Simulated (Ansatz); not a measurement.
Consider CdTe in the zinc blende structure (space group F-43m, No. 216; a = 6.489 Å).

The values are results of PBEsol, PAW, 420 eV (Ansatz, a program for electronic structure; without spin-orbit coupling), not measurements.

One change was made to it. Results:

The band gap goes up by 0.26 eV to 0.91 eV; the hole mass (degenerate bands, along [100]) goes from 0.056, 0.51, 0.51 mₑ (at Γ) to 0.071, 0.44, 0.44 mₑ (at Γ); the lattice parameter a drops by 18.8 pm (648.9 pm → 630.1 pm); the gap character stays direct at Γ.

Which change produced these results?
(A) pressure −2 GPa
(B) pressure 30 GPa
(C) pressure 4.5 GPa

C, pressure 4.5 GPa. For comparison, the band gap in the other runs: pressure −2 GPa gives 0.49 eV; pressure 30 GPa gives 1.58 eV.

With Te present, leaving out spin-orbit coupling can change the band edges. Load acts through the strain it causes; cell and atoms are relaxed under it. Effective masses come from finite differences of ±0.01 Å⁻¹. Whether these cells are dynamically stable was not tested. Measured, CdTe leaves this structure (for cinnabar) near 3.53 GPa (temperature not stated; as listed in Datta, Sujoy, Jana, Debnarayan, arXiv (2020)), on rising pressure, with hysteresis.
